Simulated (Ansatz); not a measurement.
Response to strain in Na2S

Start from Na2S in the anti-fluorite structure (space group Fm-3m, No. 225; a = 6.501 Å). Axes: x, y, z lie along the cube axes.

Strains are applied to the cell and any free atomic positions relax; under biaxial strain the out-of-plane vector relaxes too.

All numbers come from PBEsol (Ansatz, a program for electronic structure), no spin-orbit coupling.

Candidates:
(a) biaxial strain +1.00 %, plane normal [001], relaxed out of plane
(b) biaxial strain +2.50 %, plane normal [001], relaxed out of plane
(c) biaxial strain −1.00 %, plane normal [001], relaxed out of plane
(d) biaxial strain −2.00 %, plane normal [001], relaxed out of plane
(e) biaxial strain −1.50 %, plane normal [001], relaxed out of plane

Q: Order them by out-of-plane strain, highest first.

A: (d) biaxial strain −2.00 %, plane normal [001], relaxed out of plane (+1.25 %), (e) biaxial strain −1.50 %, plane normal [001], relaxed out of plane (+0.93 %), (c) biaxial strain −1.00 %, plane normal [001], relaxed out of plane (+0.62 %), (a) biaxial strain +1.00 %, plane normal [001], relaxed out of plane (-0.57 %), (b) biaxial strain +2.50 %, plane normal [001], relaxed out of plane (-1.39 %)

Whether these cells are dynamically stable was not tested.
